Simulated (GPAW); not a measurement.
Band structure of Sn2Pt (Fm-3m, 3 atoms in the cell).

```
Sn2Pt
1.0
    0.00000     3.24309     3.24309
    3.24309     0.00000     3.24309
    3.24309     3.24309     0.00000
Sn Pt
2 1
Direct
  0.75000   0.75000   0.75000
  0.25000   0.25000   0.25000
  0.00000   0.00000   0.00000
```

Level of theory: LDA (Perdew-Wang 92), GPAW PAW datasets LDA (gpaw-data 1.0.1) (plane waves; GPAW).

Settings: mode = pw; ecut = 550 eV; xc = LDA; kpts = 12 12 12; mesh shift (steps) = 0 0 0; occupations.name = methfessel-paxton; occupations.width = 0.272 eV; occupations.order = 0; nbands = -11; symmetry.symmorphic = false; symmetry.tolerance = 0.0005; maxiter = 100; bandpath_npoints = 40.

The starting cell comes from a database of computed structures (which also holds hypothetical and non-ambient phases and stackings), without a prior relaxation at this level. Spin-orbit coupling is off. Spin polarisation is off.

Levels in eV from the Fermi level, bands 19 to 26:
```tsv
point	19	20	21	22	23	24	25	26
Γ	-3.43	-3.11	2.37	2.37	2.37	2.75	2.75	2.75
X	-3.33	-3.32	-3.21	-3.21	-0.63	2.16	6.90	6.90
W	-3.52	-3.52	-3.32	-2.09	2.10	2.10	4.32	5.12
K	-3.81	-3.45	-2.82	-2.12	0.27	3.64	4.56	4.96
L	-3.40	-3.40	-0.55	-0.55	0.72	0.84	2.75	2.75
U	-3.81	-3.45	-2.82	-2.12	0.27	3.64	4.56	4.96
```

Bands cross the Fermi level along this path, so the cell is metallic at this level.
